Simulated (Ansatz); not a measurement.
The parent structure is CdSe in the wurtzite structure (space group P6_3mc, No. 186; a = 4.3829 Å, c = 7.1547 Å).

It is then changed as follows: a hydrostatic pressure of 9 GPa.

Levels (all Ansatz, an electronic-structure program, PAW, earlier PAW set): PBE (420 eV, no SOC); r2SCAN (500 eV, without spin-orbit coupling).

The geometry is relaxed with PBE.

| Property | Value |
|---|---|
| PBE electron mass | 0.075 mₑ along c, 0.080 mₑ across (at Γ) |
| PBE pressure | 9.00 GPa |
| PBE band gap | 0.84 eV |

With r2SCAN at the same geometry, the electron mass becomes 0.10 mₑ along c, 0.11 mₑ across (at Γ) (PBE: 0.075 mₑ along c, 0.080 mₑ across (at Γ)); the pressure decreases by 1.43 GPa (9.00 GPa → 7.57 GPa); the band gap rises by 0.51 eV (0.84 eV → 1.35 eV).

Single points use the geometry relaxed with PBE. Their cutoffs differ, which shifts pressures a little. Load acts through the strain it causes; cell and atoms are relaxed under it. Effective masses come from finite differences of ±0.01 Å⁻¹. Whether these cells are dynamically stable was not tested. Measured, CdSe leaves this structure (for rock salt) near 2.72 GPa (temperature not stated; as listed in Datta, Sujoy, Jana, Debnarayan, arXiv (2020)), on rising pressure, with hysteresis.
